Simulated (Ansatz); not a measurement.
## Several settings converged on ZrTiTe4 (Pm, 6 atoms in the cell)

```
ZrTiTe4
1.0
    6.77217     0.00000     0.00000
    0.00000     3.91310     0.00000
   -0.01398     0.00000     6.84798
Zr Ti Te
1 1 4
Cartesian
  3.38609   1.95655   0.05000
  0.00000   0.00000   0.00000
  5.71517   1.95655   1.69172
  1.04302   1.95655   5.15626
  2.18885   0.00000   1.75048
  4.56934   0.00000   5.09750
```

Base method: PBEsol, default PAW files made with PBE (plane waves; Ansatz, a program for electronic structure).

Base settings: basis.ecutwfc = 420 eV; kpoints.mp_grid.grid = 3 7 3; hamiltonian.xc = pbesol; hamiltonian.pseudopotentials = {kind: paw} (the program's default PAW files); scf.occupations.method = gaussian; scf.occupations.width = 0.1 eV.

The count of work is k-points × plane waves × bands × iterations; it is no time. Core times come from one kind of shared machine, to one figure; runs under 30 s give none.

**Shifted k-point meshes**

In this ladder: kpoints.mp_grid.shift = 0.5 0.5 0.5.

Only quantities that move along the ladder and can be compared are tabulated.

| kpoints.mp_grid.grid | free energy less the last step's (meV/atom) | pressure (GPa) | largest difference of a force vector from the last step's (eV/Å) | count of work / last |
|---|---|---|---|---|
| 1 2 1 | -38.06 | -2.22 | 0.165 | 0.0057 |
| 2 2 2 | -89.10 | -2.50 | 0.102 | 0.013 |
| 2 4 2 | -21.30 | -2.36 | 0.077 | 0.023 |
| 3 5 3 | -3.21 | -2.23 | 0.012 | 0.067 |
| 4 6 4 | 0.50 | -2.21 | 0.014 | 0.11 |
| 5 8 5 | 1.75 | -2.22 | 0.017 | 0.23 |
| 8 13 8 | 0.00 | -2.27 | 0.000 | 1.0 |

Coarsest kpoints.mp_grid.grid that holds the forces within 0.02 eV/Å: not settled: the last two steps still differ by 0.017 eV/Å, over half the tolerance, so the ladder does not show it.

Coarsest kpoints.mp_grid.grid that holds the free energy within 5 meV/atom of the last step, with all finer ones: 3 5 3, at 0.067 of the last step's count of work; the step before is off by 21 meV/atom.

Coarsest kpoints.mp_grid.grid that holds the pressure within 0.2 GPa of the last step, with all finer ones: 2 4 2, at 0.023 of the last step's count of work; the step before is off by 0.23 GPa.

**The k-point mesh at a smearing width of 0.3 eV**

In this ladder: scf.occupations.width = 0.3 eV.

Only quantities that move along the ladder and can be compared are tabulated.

```csv
kpoints.mp_grid.grid,free energy less the last step's (meV/atom),pressure (GPa),largest difference of a force vector from the last step's (eV/Å),count of work / last,core time / last (rough)
2 3 2,21.31,-2.31,0.121,0.017,–
2 4 2,2.34,-2.40,0.092,0.022,–
3 4 3,2.88,-2.31,0.050,0.027,–
4 6 4,-2.05,-2.31,0.015,0.085,0.09
6 9 6,-0.26,-2.26,0.004,0.21,0.2
8 14 8,0.05,-2.26,0.000,0.58,0.5
10 16 10,0.00,-2.26,0.000,1.0,1
```

Coarsest kpoints.mp_grid.grid that holds the forces within 0.02 eV/Å of the last step, with all finer ones: 4 6 4, at 0.085 of the last step's count of work and about 0.09 of the last step's time; the step before is off by 0.050 eV/Å.

Coarsest kpoints.mp_grid.grid that holds the free energy within 0.5 meV/atom of the last step, with all finer ones: 6 9 6, at 0.21 of the last step's count of work and about 0.2 of the last step's time; the step before is off by 2.0 meV/atom.

Coarsest kpoints.mp_grid.grid that holds the pressure within 0.1 GPa of the last step, with all finer ones: 3 4 3, at 0.027 of the last step's count of work; the step before is off by 0.14 GPa.

**The mesh under tetrahedron occupations**

In this ladder: scf.occupations.method = tetrahedron; scf.occupations.width = default.

Only quantities that move along the ladder and can be compared are tabulated.

```csv
kpoints.mp_grid.grid,free energy less the last step's (meV/atom),pressure (GPa),largest difference of a force vector from the last step's (eV/Å),count of work / last,core time / last (rough)
2 4 2,8.54,-2.17,0.069,0.035,–
3 5 3,-0.29,-2.24,0.036,0.042,–
3 6 3,-2.11,-2.23,0.031,0.055,–
5 8 5,-1.70,-2.24,0.016,0.18,0.1
8 13 8,-0.12,-2.23,0.005,0.64,0.4
9 16 9,0.00,-2.24,0.000,1.0,1
```

Coarsest kpoints.mp_grid.grid that holds the pressure within 0.05 GPa of the last step, with all finer ones: 3 5 3, at 0.042 of the last step's count of work; the step before is off by 0.07 GPa.

Coarsest kpoints.mp_grid.grid that holds the forces within 0.02 eV/Å of the last step, with all finer ones: 5 8 5, at 0.18 of the last step's count of work and about 0.1 of the last step's time; the step before is off by 0.031 eV/Å.

Coarsest kpoints.mp_grid.grid that holds the free energy within 1 meV/atom of the last step, with all finer ones: 8 13 8, at about 0.4 of the last step's time; the step before is off by 1.7 meV/atom.

On the base run: the starting cell comes from a database of computed structures (which also holds hypothetical and non-ambient phases and stackings), without a prior relaxation at this level. Its lattice was rescaled by up to half a per cent. One atom was moved a little off its site on purpose. Spin polarisation is off, so a magnetic state, if there is one, cannot be reached. Ansatz's pressure includes its estimate of the finite-basis (Pulay) stress.

Keys are those of Ansatz 0.2.
